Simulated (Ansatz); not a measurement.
Worked calculations on one periodic cell of amorphous Sr$_{12}$Hf$_{12}$O$_{36}$: Sr12Hf12O36, 60 atoms, volume 916.6 Å³, made by a melt-quench on the CHGNet potential and relaxed with DFT. O atoms were pushed apart under 1.9 Å during the dynamics, to hinder bonds among them. It is a model cell: composition and starting density were chosen by hand, and all elements were melted together. Cycles of charging were run to anneal it. Method: PBE, scalar-relativistic without spin-orbit coupling (plane waves to 420 eV, PAW; Ansatz, a quantum-chemistry and plane-wave program). Sampling: a 2×2×2 Γ-centred mesh; Fermi-Dirac width 0.02 eV; no spin polarisation. Its volume was relaxed, its shape was held as a cube, and it stands at a mean pressure of 0.1 GPa with stress components up to 1.9 GPa; the relaxation ran on the zone centre alone. Its density went from a set 7.34 to 6.83 g/cm³. The cell is small and was quenched far faster than a real film, so it is one sample of the glass.

Count formal charges (Sr +2, Hf +4, O -2). What does the count lead one to expect at the Fermi level, and what does the calculation give?

12 × (+2) + 12 × (+4) + 36 × (-2) = 0. The charges balance, so the anion-derived valence states can be full and a gap can open. On this mesh the highest filled and lowest empty level lie 3.46 eV apart, the PBE gap of this cell, with a localised state at one edge or both.

Four energies for an added electron at PBE on the zone centre alone (charged cells in a uniform background, spin-polarised): neutral at the neutral geometry -251713.642 eV; charged at the neutral geometry -251700.725 eV; charged and relaxed -251701.071 eV; neutral at the charged geometry -251713.071 eV.

Find the two relaxation energies and their sum, the reorganisation energy.

On charging: -251700.725 − (-251701.071) = 0.346 eV. On discharging: -251713.071 − (-251713.642) = 0.571 eV. The sum is 0.917 eV. The carrier's level spreads over 14 of the 60 atoms' worth, so it counts as partly localised, most on one Hf atom with neighbours O 1.97 Å, O 1.98 Å, O 2.06 Å, O 2.11 Å, O 2.12 Å (neutral geometry). The values are uncorrected: the image energy of a point charge in this cell, 2.84 × 14.40 / (2 × 9.7) = 2.1 eV before screening, is screened by electrons alone at the fixed geometry and by ions too after relaxing, and the carrier can be spread before it relaxes, so each term can be off by up to that value times 1/ε∞, some tenths of an eV. PBE's self-interaction favours spread-out carriers, so a hybrid can localise more.

Four energies for a hole at PBE on the zone centre alone (charged cells in a uniform background, spin-polarised): neutral at the neutral geometry -251713.642 eV; charged at the neutral geometry -251723.025 eV; charged and relaxed -251723.327 eV; neutral at the charged geometry -251712.657 eV.

Find the two relaxation energies and their sum, the reorganisation energy.

On charging: -251723.025 − (-251723.327) = 0.302 eV. On discharging: -251712.657 − (-251713.642) = 0.985 eV. The sum is 1.287 eV. The carrier's level spreads over 3 of the 60 atoms' worth, so it counts as localised, most on one O atom with neighbours Hf 2.02 Å, Sr 2.51 Å, Sr 2.53 Å, Sr 2.72 Å (neutral geometry). The values are uncorrected: the image energy of a point charge in this cell, 2.84 × 14.40 / (2 × 9.7) = 2.1 eV before screening, is screened by electrons alone at the fixed geometry and by ions too after relaxing, and the carrier can be spread before it relaxes, so each term can be off by up to that value times 1/ε∞, some tenths of an eV. PBE's self-interaction favours spread-out carriers, so a hybrid can localise more.
